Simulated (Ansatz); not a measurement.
System: zinc-blende AgBr (model structure). Method: LDA (plane waves, PAW; Ansatz, an electronic-structure program).

Settings: plane-wave cutoff 500 eV, 12×12×12 k mesh, Fermi–Dirac smearing 0.05 eV, no spin polarisation, scalar-relativistic PAW data made under PBE.

Cell (relaxed at this level):

```
AgBr
1.0
    0.00000     3.01474     3.01474
    3.01474     0.00000     3.01474
    3.01474     3.01474     0.00000
Ag Br
1 1
Cartesian
  0.00000   0.00000   0.00000
  1.50737   1.50737   1.50737
```

Give the computed band gap.


- band gap: 0.68 eV (on the SCF k mesh)

Note: the relaxation could raise the start's symmetry but not lower it, so the cell can be a saddle point.

Spin–orbit coupling is not included.

The computed numbers hold no vibrational or temperature effects.

It cost roughly 30 core-seconds of CPU time.

A model structure was made by putting elements into a prototype or built by hand; it is no filed structure, need not be a known phase, and can be a saddle point held by its symmetry.
